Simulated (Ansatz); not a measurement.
## GaSb under a change: biaxial strain +4.88 %, plane normal [001], relaxed out of plane

Start from GaSb in the zinc blende structure (space group F-43m, No. 216; a = 6.132 Å). Axes: x, y, z lie along the cube axes.

The change: tensile biaxial strain of 4.88 % in the plane normal to [001], as in epitaxy on a mismatched substrate; the out-of-plane cell vector and the atoms relax.

Computed with r2SCAN (Ansatz, a quantum-chemistry and plane-wave program, PAW, scalar-relativistic without spin-orbit coupling). Γ-centred 13×13×13 mesh, Fermi–Dirac width 0.05 eV.

```csv
quantity,base,changed,shift
shortest interatomic distance,5.018 bohr,5.114 bohr,+0.096 bohr
energy relative to the base (free energy F),0 meV/atom,+35 meV/atom,+35 meV/atom
"pressure (mean of the normal stresses, compression positive)",0.01 GPa,-2.47 GPa,-2.471 GPa
band gap (uncertain: the edges found look like a band crossing or inverted bands; the changed cell),0.41 eV,0.09 eV,-0.32 eV
out-of-plane strain,–,-4.28 %,–
ratio −ε⊥/ε∥,–,0.88,–
```

Final structure (turned so that z lies along the plane normal):

```yaml
crystal:
  lattice:
    - [4.54790, 0.00000, 0.00000]
    - [0.00000, 4.54790, 0.00000]
    - [2.27395, -2.27395, 2.93501]
  atoms:
    - { symbol: Sb, position: [0.25000, 0.25000, 0.50000] }
    - { symbol: Ga, position: [0.00000, 0.00000, 0.00000] }
```

Cost of the whole job for the changed cell (relaxation, final SCF and bands): about 6 core-minutes (a rough figure).

With Sb present, leaving out spin-orbit coupling can change the band edges. No phonon test of stability was made. A zero or small gap of GaSb under biaxial strain +4.88 %, plane normal [001], relaxed out of plane can be the functional's error rather than a property of the material.
